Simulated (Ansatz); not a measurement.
A zone-centre phonon calculation of BaTiO3 (R3m, 5 atoms in the cell) with Ansatz (a program for electronic structure).

Method of the run: LDA (PW92), default PAW files made with PBE (plane waves; Ansatz).

```yaml
crystal:
  lattice:
    - [2.83401, 1.63622, 2.32388]
    - [-2.83401, 1.63622, 2.32388]
    - [0.00000, -3.27244, 2.32388]
  atoms:
    - { symbol: Ba, position: [0.00014, 0.00014, 0.00014] }
    - { symbol: Ti, position: [0.51333, 0.51333, 0.51333] }
    - { symbol: O, position: [0.48895, 0.97972, 0.48895] }
    - { symbol: O, position: [0.48895, 0.48895, 0.97972] }
    - { symbol: O, position: [0.97972, 0.48895, 0.48895] }
```

Reference input (self-consistent single point, DFT, LDA (PW92), plane waves, default PAW files made with PBE): basis.ecutwfc = 420 eV; kpoints.mp_grid.grid = 6 6 6; hamiltonian.xc = lda; hamiltonian.pseudopotentials = {kind: paw} (the program's default PAW files); scf.occupations.method = fermi_dirac; scf.occupations.width = 0.01 eV. This run's input differs from it in these lines:

Ansatz 0.2 input:
```diff
@@ -20,7 +20,8 @@
 scf:
-  occupations: { method: fermi_dirac, width: 0.01 }
-output:
-  forces: true
-  eigenvalues: true
-  stress: true
+  occupations: { method: fixed }
+  convergence: { dr2_threshold: 1.0e-11 eV }
+phonons:
+  method: dfpt
+  dielectric: true
+  rigid_motions: translations
```

Log, with long lists cut:

```
SCF iter   1: F=—  HF=-9904.479566 eV  |F-HF|=—  |Δ(HF+E_count)|=         —  Δρ=1.90e-2  dr2=2.27e-1  ethr=1.77e-3  ⟨swp⟩=4.5  Hψ=11878  notcnv=0  defer=250
all-band conjugate gradients solve this SCF's bands
preconditioner: auto → Resta (q_TF=auto, 2.518 Å⁻¹)
SCF iter   2: F=—  HF=-9904.446492 eV  |F-HF|=—  |Δ(HF+E_count)|=   3.31e-2  Δρ=1.11e-2  dr2=6.75e-2  ethr=5.67e-4  ⟨swp⟩=2.1  Hψ=5047  notcnv=0  defer=227
   [... lines left out ...]
SCF iter   7: F=—  HF=-9904.433232 eV  |F-HF|=—  |Δ(HF+E_count)|=   1.04e-6  Δρ=1.58e-5  dr2=1.61e-7  ethr=5.15e-9  ⟨swp⟩=1.6  Hψ=3279  notcnv=0  defer=112
SCF iter   8: F=—  HF=-9904.433232 eV  |F-HF|=—  |Δ(HF+E_count)|=   2.38e-8  Δρ=1.12e-6  dr2=8.28e-10  ethr=4.03e-10  ⟨swp⟩=2.0  Hψ=4294  notcnv=0  defer=112
SCF iter   9: F=—  HF=-9904.433232 eV  |F-HF|=—  |Δ(HF+E_count)|=  4.00e-11  Δρ=3.65e-7  dr2=6.75e-11  ethr=2.07e-12  ⟨swp⟩=2.2  Hψ=4753  notcnv=0  defer=112
SCF iter  10: F=-9904.433232 eV  HF=-9904.433232 eV  |F-HF|=3.64e-12  |Δ(HF+E_count)|=  1.82e-11  Δρ=1.22e-7  dr2=9.98e-12  ethr=1.00e-12  ⟨swp⟩=11.9  Hψ=18606  notcnv=0
SCF 1 converged in 10 iterations: F = -9904.433232 eV  dr2 = 9.98e-12
DFPT response loops at Γ: preconditioner auto → none (the input reference at scf.mixing.eps_inf says where Resta's filter doesn't serve); β = 0.50 …
── the response to a field inside a basis, on 6×6×6 k-points: an SCF that follows is theirs, and a resumed run solves both again ──
Crystal: 5 atoms, lattice volume = 64.656 Å³
Bands: 21, of which v1, the nominal top of the filled ones, is band 20 counted from 1 (19 counted from 0)
k-points: 28 of 216 (time reversal used)
Initial density: handed on by an earlier stage of this run
Initial wavefunctions: pseudopotential atomic-orbital guess (no wavefunctions were taken with the density)
Eigensolver: Dense (28 Hₖ)
   [... lines left out ...]
Free energy (F): -9904.433232 eV
Fermi energy:    9.749059 eV
   [... lines left out ...]
        150.81      1            15.6225
        155.67      1             5.9349
        165.33      1             0.0358
   [... 9 lines left out ...]
  optical modes at Γ + LO–TO along q̂ = [0.0000, 0.0000, 1.0000]:
      ω (cm⁻¹)  modes    IR ((D/Å)²/amu)
        150.81      2            31.2450
        172.24      1             0.1276
        208.78      2           103.7796
   [... 5 lines left out ...]
```

The run converged in 18 iterations. 

Summary of the result:
```
Property                                                                                                                                               Result
----------------------------------------------------------------------------------------  -------------------------------------------------------------------
Free energy E − TS (on the zero of these files)                                                                                                 -9904.4332 eV
Top of the valence band (on the code's own zero)                                                                                                      9.75 eV
Gap on the k-point mesh                                                                                                                               2.35 eV
Zone-centre frequencies (cm⁻¹; negative means imaginary)                                  0, 0, 0, 151, 151, 156, 209, 209, 270, 274, 290, 290, 457, 457, 509
ε∞ at this k-point mesh, which may be far from converged in small-gap cells (xx, yy, zz)                                                     6.05, 6.05, 5.53
Born charges at this mesh (mean of the diagonal, e)                                                               Ba 2.78, Ti 6.13, O -2.97, O -2.97, O -2.97
```

The starting cell comes from a database of computed structures (which also holds hypothetical and non-ambient phases and stackings), without a prior relaxation at this level. Its lattice was rescaled by up to half a per cent. The frequencies listed for the zone centre hold no LO-TO term.

Cost on one core of a shared machine: roughly 6 min.
